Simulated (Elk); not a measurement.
Elk run on YbZn (Pm-3m, 2 atoms in the cell): self-consistent single point.

Computed with PBEsol, all-electron FP-LAPW, Elk's shipped species files, APW+lo basis with extra local orbitals (Elk).

The change in words: lattice scaled by 0.98. Reference geometry:
```
YbZn
1.0
    3.61177     0.00000     0.00000
    0.00000     3.61177     0.00000
    0.00000     0.00000     3.61177
Yb Zn
1 1
Direct
  0.00000   0.00000   0.00000
  0.50000   0.50000   0.50000
```

Reference input (self-consistent single point, DFT, PBEsol, all-electron FP-LAPW, Elk's shipped species files, APW+lo basis with extra local orbitals): xctype = 22; rgkmax = 8; swidth = 0.00367493 Ha; ngridk = 12 12 12; gmaxvr = 16 1/bohr; nxlo = 2; lorbcnd = true; lmaxi = 2; maxscl = 100. This run's input differs from it in these lines:

```diff
@@ -28,5 +28,5 @@
 avec
-    6.8252561251    0.0000000000    0.0000000000
-    0.0000000000    6.8252561251    0.0000000000
-    0.0000000000    0.0000000000    6.8252561251
+    6.6887517585    0.0000000000    0.0000000000
+    0.0000000000    6.6887517585    0.0000000000
+    0.0000000000    0.0000000000    6.6887517585
```

Output (repeated stretches shortened):

```
│ Self-consistent loop started │
│ Loop number : 1 │
 total energy                :     -15655.4133266
│ Loop number : 2 │
 total energy                :     -15712.6812811
RMS change in Kohn-Sham potential (target) :    1.616849498     (  0.1000000000E-05)
Absolute change in total energy (target)   :    57.26795457     (  0.1000000000E-03)
│ Loop number : 3 │
 total energy                :     -15826.7240455
RMS change in Kohn-Sham potential (target) :   0.4590667038     (  0.1000000000E-05)
Absolute change in total energy (target)   :    128.3597530     (  0.1000000000E-03)
│ Loop number : 4 │
   [... lines left out ...]
Absolute change in total energy (target)   :   0.1565812890E-03 (  0.1000000000E-03)
│ Loop number : 19 │
 total energy                :     -15866.3943178
RMS change in Kohn-Sham potential (target) :   0.9422242114E-06 (  0.1000000000E-05)
Absolute change in total energy (target)   :   0.1091850772E-03 (  0.1000000000E-03)
│ Loop number : 20 │
 total energy                :     -15866.3943772
RMS change in Kohn-Sham potential (target) :   0.3504122032E-06 (  0.1000000000E-05)
Absolute change in total energy (target)   :   0.8668648297E-04 (  0.1000000000E-03)
Convergence targets achieved

│ Loop number : 21 │

Energies :
 Fermi                       :     0.224405963774
 total energy                :     -15866.3944034

Density of states at Fermi energy :    66.09206840
 (states/Hartree/unit cell)

Estimated indirect band gap :   0.1756522949E-02
 from k-point     40 to k-point     49
Estimated direct band gap   :   0.1269736850E-01
 at k-point     59

Charges :
 core                        :    58.00000000
 valence                     :    42.00000000
 interstitial                :    2.703438732
 muffin-tins (core leakage)
  species :    1 (Yb)
   atom    1                 :    68.37117751     (  0.1098697382E-05)
  species :    2 (Zn)
   atom    1                 :    28.92538376     (  0.8252049272E-04)
 total in muffin-tins        :    97.29656127
 total calculated charge     :    99.98761873
 total charge                :    100.0000000
 error                       :   0.1238127321E-01

│ Self-consistent loop stopped │
```

The run converged in 21 iterations. The count includes the last loop, which Elk runs after its targets are met. Against the reference run the free energy drops by 21.1 meV/atom.

The starting cell comes from a database of computed structures (which also holds hypothetical and non-ambient phases and stackings), without a prior relaxation at this level. For this run, on top of that: lattice scaled by 0.98. Spin-orbit coupling is off. Spin polarisation is off. Values depend on the basis (sphere radii, cutoffs, local orbitals), which need not be converged. The log's line on a gap gives a spacing of levels on this mesh, which the program prints for metals too.
